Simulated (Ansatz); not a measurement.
Take ZnAu in the CsCl type structure (space group Pm-3m, No. 221; relaxed with 0.1 eV smearing) as the base.

```
ZnAu
1.0
    3.12862     0.00000     0.00000
    0.00000     3.12862     0.00000
    0.00000     0.00000     3.12862
Zn Au
1 1
Cartesian
  1.56431   1.56431   1.56431
  0.00000   0.00000   0.00000
```

Cartesian axes are those of the cell as printed.

Method: DFT with PBEsol, PAW potentials and a 420 eV plane-wave cutoff in Ansatz (a first-principles code), scalar-relativistic without spin-orbit coupling.

One thing is altered: the cell is stretched by 3.00 % along z with no lateral relaxation; the atoms relax in the strained cell.

Task: Predict the stress tensor and what it implies for the stiffness.

Result: Stress of the strained cell less that of the base (GPa, compression positive):
```
   -3.8     0.0     0.0
    0.0    -3.8     0.0
    0.0     0.0    -4.0
```

Then −Δσ_ii/ε with ε = 0.0300 gives secant stiffness values (nonlinear terms included at this strain): C33 ≈ 132 GPa, C13 ≈ 128 GPa and C23 ≈ 128 GPa.

As a check, the harmonic strain energy −½ V₀ Δσ:ε is 5.7 meV/atom; the computed energy rise is 5.9 meV/atom.

No phonon test of stability was made.
